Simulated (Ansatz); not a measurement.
Mn_Si in 4H silicon carbide (start: the Si(h) site; 96-site cell, 2×2×2 shifted sampling). Level of theory: PBE, PAW (plane waves to 420 eV; Ansatz, a program for electronic structure). Total energies of the localised charge states, counted from that of charge +1, and their image corrections (point charge with alignment); the host's valence-band maximum lies at 9.362 eV on the cells' energy zero and its gap is 2.23 eV.

| charge | moment (μB) | E − E(first) (eV) | correction (eV) |
|---|---|---|---|
| +1 | 2.0 | 0.000 | 0.229 |
| 0 | 3.0 | 10.607 | 0.000 |
| −1 | 4.0 | 21.307 | 0.107 |
| −2 | 5.0 | 32.172 | 0.547 |

**Question.** Derive the transition levels above the valence-band maximum and say which of them are thermodynamic.

**Answer.** A level is the Fermi energy at which two charges have equal formation energy: ε(q/q′) = [E(q′) + corr(q′) − E(q) − corr(q)] / (q − q′) − E_VBM.
ε(+1/0) = [(10.607 + 0.000) − (0.000 + 0.229)] / 1 − 9.362 = 1.02 eV
ε(0/−1) = [(21.307 + 0.107) − (10.607 + 0.000)] / 1 − 9.362 = 1.44 eV
ε(−1/−2) = [(32.172 + 0.547) − (21.307 + 0.107)] / 1 − 9.362 = 1.94 eV
Thermodynamic levels at least 0.1 eV inside the gap: (+1/0) at 1.02 eV; (0/−1) at 1.44 eV; (−1/−2) at 1.94 eV. They hold to tenths of an eV in this cell. Only the charges listed were compared. Flagged in the runs: a host whose relaxation on this sampling wasn't shown to rest.
